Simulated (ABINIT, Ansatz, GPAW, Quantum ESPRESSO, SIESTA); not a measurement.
# Code comparison for CuZn (Pm-3m, 2 atoms in the cell)

Self-consistent single point.

```
CuZn
1.0
    2.99277     0.00000     0.00000
    0.00000     2.99277     0.00000
    0.00000     0.00000     2.99277
Zn Cu
1 1
Direct
  0.50000   0.50000   0.50000
  0.00000   0.00000   0.00000
```

Shared settings, as Ansatz (a program for electronic structure) writes them: kpoints.mp_grid.grid = 4 4 4; scf.occupations.method = gaussian; scf.occupations.width = 0.02 Ry. Potentials and cutoffs stand in the table.

```csv
code,model,pressure (GPa),cutoff
SIESTA,"GGA PBE, numerical atomic orbitals DZP, PseudoDojo PBE standard norm-conserving potentials (rewritten from UPF to PSML)",-7.20,grid 400 Ry
Quantum ESPRESSO,"PBE, PseudoDojo standard norm-conserving (PBE) pseudopotentials",-4.21,95 Ry
Ansatz,"PBE, PAW files",-4.24,default
GPAW,"PBE, GPAW PAW datasets PBE (gpaw-data 1.0.1)",-3.96,850 eV
ABINIT,"PBE, PAW (JTH v2.0 PBE PAW)",-4.46,30 Ha
```

On Ansatz's run: spin polarisation is off.

The spread over the programs that give each value: pressure within 3.24 GPa.

SIESTA uses small atom-centred bases, whose incompleteness enters pressures, forces and empty levels differently from a plane-wave cutoff. Ansatz's pressure is given at a fixed set of plane waves, as the other plane-wave codes print theirs; with its correction for the finite basis it is -4.09 GPa. In the pressure, SIESTA (by 2.97) lies more than 1 GPa from the median of the plane-wave programs.

On the base mesh (7 7 7) the same programs gave: Ansatz pressure -3.45 GPa; Quantum ESPRESSO pressure -3.43 GPa; ABINIT pressure -3.67 GPa; GPAW pressure -3.21 GPa; SIESTA pressure -6.46 GPa.

The values differ from the base mesh's, so the mesh still matters here: the table compares the programs at equal settings.

The starting cell has typed, rounded lattice constants, without a prior relaxation at this level. Its lattice was rescaled by a random factor within 2.5 % of one.

Left out of this page: CP2K (on another mesh); Elk and FLEUR (not drawn, or without a comparable value).

Keys are those of Ansatz 0.2.
